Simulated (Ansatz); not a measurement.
Base system: NbAgO₃ in the cubic perovskite structure (space group Pm-3m, No. 221; a = 3.9499 Å; a cell from a computed database, its experimental status unchecked). Axes: x, y, z lie along the cube axes.

Modification: tensile biaxial strain of 1.18 % in the plane normal to [001], as in epitaxy on a mismatched substrate; the out-of-plane cell vector and the atoms relax.

Levels (all Ansatz, a first-principles code, PAW): PBEsol (420 eV, no SOC); PBEsol+SOC (420 eV, with spin-orbit coupling).

The geometry is relaxed with PBEsol.

- PBEsol band gap: 1.35 eV
- PBEsol smallest direct gap: 1.51 eV
- PBEsol gap character: indirect, M → X

Task: Predict the band gap, smallest direct gap and gap character from PBEsol+SOC.

Result: The band gap drops by 0.02 eV (1.35 eV → 1.33 eV); the smallest direct gap drops by 0.12 eV, from 1.51 eV to 1.39 eV; the gap character stays indirect, M → X.

Single points use the geometry relaxed with PBEsol. Differences between runs with and without spin-orbit coupling are approximate. No phonon test of stability was made. Many cubic perovskites are stable only at high temperature; tilts and polar distortions were not tested. k-point labels follow each cell's own Brillouin zone.
